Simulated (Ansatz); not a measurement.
## Response to strain in C

The parent structure is C in the diamond structure (space group Fd-3m, No. 227; a = 3.554 Å). Axes: x, y, z lie along the cube axes.

Strains are applied to the cell and any free atomic positions relax; under biaxial strain the out-of-plane vector relaxes too; under stress the whole cell relaxes.

All numbers come from Kohn–Sham DFT with the PBEsol functional, run in Ansatz (a program for electronic structure) with PAW and 420 eV plane waves, scalar-relativistic without spin-orbit coupling.

Notes on the quantities. energy relative to the base: free energy F.

| change | band gap | gap character | energy relative to the base | smallest direct gap |
|---|---|---|---|---|
| base | 4.03 eV | indirect, Γ → Γ–X (75 % along) | 0 meV/atom | 5.57 eV |
| biaxial strain −1.20 %, plane normal [001], relaxed out of plane | 3.88 eV | indirect, Γ → Γ–X (75 % along) | +6.1 meV/atom | 5.49 eV |
| biaxial strain −1.12 %, plane normal [110], relaxed out of plane | 3.89 eV | indirect, Γ → Γ–X (75 % along) | +5.6 meV/atom | 5.41 eV |
| biaxial strain −4.85 %, plane normal [111], relaxed out of plane | 3.86 eV | indirect, Γ → k = (0, 0.438, -0.438) in the run's primitive reciprocal basis | +118 meV/atom | 4.47 eV |
| isotropic strain +0.23 % | 4.02 eV | indirect, Γ → Γ–X (75 % along) | +0.4 meV/atom | 5.55 eV |
| isotropic strain +0.33 % | 4.01 eV | indirect, Γ → Γ–X (75 % along) | +0.8 meV/atom | 5.54 eV |
| uniaxial strain ε_yy = +5.58 % | 3.24 eV | indirect, Γ → Γ–X (75 % along) | +56 meV/atom | 4.95 eV |
| tensor shear ε_xy = +1.01 % | 3.94 eV | indirect, Γ → Γ–X (75 % along) | +4.1 meV/atom | 5.25 eV |
| uniaxial stress, 8 GPa compression along x | 3.82 eV | indirect, Γ → k = (0, 3/8, 3/8) in the run's primitive reciprocal basis | +1.1 meV/atom | 5.43 eV |
| uniaxial stress, 8 GPa tension along x | 3.91 eV | indirect, Γ → Γ–X (75 % along) | +1.1 meV/atom | 5.48 eV |

Beyond what the load breaks, stability against distortions was not tested. Labels are those of the standard path for the cell's own space group.
